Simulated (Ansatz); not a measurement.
Effective masses and thermopower of SnS2 (P-3m1)

Consider the following.

```xyz
3
Lattice="3.6260 0.0000 0.0000 -1.8130 3.1402 0.0000 0.0000 0.0000 5.5742" Properties=species:S:1:pos:R:3 pbc="T T T"
Sn     0.0000     0.0000     0.0000
S      0.0000     2.0935     1.4738
S      1.8130     1.0467     4.1004
```

Calculation: PBEsol+D3BJ with spin-orbit coupling, rigid bands (plane waves, PAW; Ansatz, a first-principles code). Condition of this run: spin-orbit coupling switched on. Geometry: cell and atoms relaxed with PBEsol+d3bj.

| Item | Result |
|---|---|
| band gap | 0.95 eV |
| electron conductivity mass (300 K, dilute) | 0.34 (x), 0.34 (y), 0.33 (z) mₑ |
| hole conductivity mass (300 K, dilute) | 2.6 (x), 2.6 (y), 0.26 (z) mₑ |
| effective density of states N_c (300 K) | 3.6e19 cm⁻³ |
| effective density of states N_v (300 K) | 1.3e20 cm⁻³ |
| density-of-states mass, electrons | 1.26 mₑ |
| density-of-states mass, holes | 2.9 mₑ |
| Seebeck coefficient, n-type 1e19 cm⁻³, 300 K | -322 μV/K |
| best n-type power factor at 300 K for τ = 10 fs (best axis; densities from 1e16 to 1e21 cm⁻³ tried, whether or not they can be reached) | 16.9 μW/(cm·K²) at 1e20 cm⁻³ |
| Seebeck coefficient, p-type 1e19 cm⁻³, 300 K | 401 μV/K |
| best p-type power factor at 300 K for τ = 10 fs (best axis; densities from 1e16 to 1e21 cm⁻³ tried, whether or not they can be reached) | 33 μW/(cm·K²) at 1e20 cm⁻³ |

Rigid bands; masses and Seebeck coefficients take one relaxation time τ for all states and one kind of carrier; polarons and phonon drag are left out. Geometry: cell and atoms relaxed with PBEsol+D3(BJ).

PBEsol with a dispersion correction tends to overbind, so the cell can be several per cent short, in bad cases over ten, which usually narrows a gap: SnS2 (P-3m1).
